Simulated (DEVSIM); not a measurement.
Device: abrupt In0.53Ga0.47As n-p junction, at 300 K.

```csv
layer (left to right),material,thickness (μm),Nd (cm⁻³),Na (cm⁻³),τn (s),τp (s)
1,In0.53Ga0.47As,20.0,2.5e16,-,1.4e-8,1.4e-8
2,In0.53Ga0.47As,0.840,-,5.4e16,1.4e-8,1.4e-8
```

Left contact: ohmic. Right contact: ohmic. Voltage is applied to the left contact. Recombination: SRH at mid-gap, radiative. Mobility is constant in doping.

The device is made up for the run: typed textbook-type constants, with dimensions and the other settings drawn at random. Values at 300 K.

| parameter | In0.53Ga0.47As |
|---|---|
| gap (eV) | 0.74 |
| affinity (eV) | 4.51 |
| permittivity | 13.9 |
| Nc (cm⁻³) | 2.1e17 |
| Nv (cm⁻³) | 7.7e18 |
| μn (cm²/Vs) | 12000 |
| μp (cm²/Vs) | 300 |
| B (cm³/s) | 9.6e-11 |

DEVSIM, 1D drift-diffusion, Boltzmann statistics, complete ionisation; no tunnelling, impact ionisation, image-force lowering or self-heating.

The thickness of layer 2 was swept, all else fixed.

```tsv
thickness of layer 2 (μm)	dark forward voltage at 1 A/cm² (V)	dark forward voltage at 100 A/cm² (V)
0.17	0.259	0.386
0.29	___	___
0.5	0.292	0.418
0.84	0.307	0.432
1.4	0.320	0.444
2.5	0.335	0.460
4.2	0.347	0.474
```

Task: Some entries are withheld; supply them.

Result: 
- 0.29, dark forward voltage at 1 A/cm² (V): 0.277
- 0.29, dark forward voltage at 100 A/cm² (V): 0.401
